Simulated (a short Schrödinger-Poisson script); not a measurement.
System: symmetric double-gate stack, SiO2 on p-type Si(100), at 300 K.

```tsv
layer	material	thickness (nm)	Na (cm⁻³)
1	SiO2	3.1	-
2	Si	4	3e17
3	SiO2	3.1	-
```

Constants are typed, rounded textbook-type inputs, not results; the design itself was drawn at random and stands for no fabricated device. SiO2: permittivity 3.9, conduction-band edge (eV) 3.15, gap (eV) 9, electron mass (mₑ) 0.5. Si: permittivity 11.7, conduction-band edge (eV) 0, gap (eV) 1.124, Nv at 300 K (cm⁻³) 3.1e19.

Channel valleys (confinement mass, in-plane density-of-states mass, number): Δ2 0.916, 0.19, 2; Δ4 0.19, 0.417, 4. At the gates, both at one voltage, the conduction-band edge of layer 1 lies 3.41 eV − eVg above the Fermi level of the channel. Gaps are held at their typed values at every temperature. Mesh 0.03 nm at interfaces.

Solved with a short Schrödinger-Poisson script written for these runs: 1D Poisson equation in equilibrium, electrons quantum, Hartree (BenDaniel-Duke, 12 states a valley, the channel's in-plane mass for all, wave functions free to enter the dielectric), parabolic valleys, classical holes, full ionisation, no traps, pinning or gate leakage.

The same stack at other levels of the model or other numerical settings:

```tsv
run	sheet density of all electrons at Vg = 1.7 V (cm⁻²)	sheet density of all electrons at Vg = 0.5 V (cm⁻²)	capacitance of both gates at Vg = 1.7 V (μF/cm²)	rough cost against the base
base	1.72e13	2.79e12	1.99	about 1
electrons treated as classical, Boltzmann	1.90e13	3.42e12	2.15	0.03
electrons treated as classical, Fermi-Dirac	1.86e13	3.38e12	2.08	0.09
mesh six times as coarse	1.72e13	2.77e12	1.99	0.3
one subband a valley	1.71e13	2.76e12	1.97	0.3
```

The classical rows ignore confinement, and Boltzmann statistics overrate the density once the band edge passes the Fermi level.
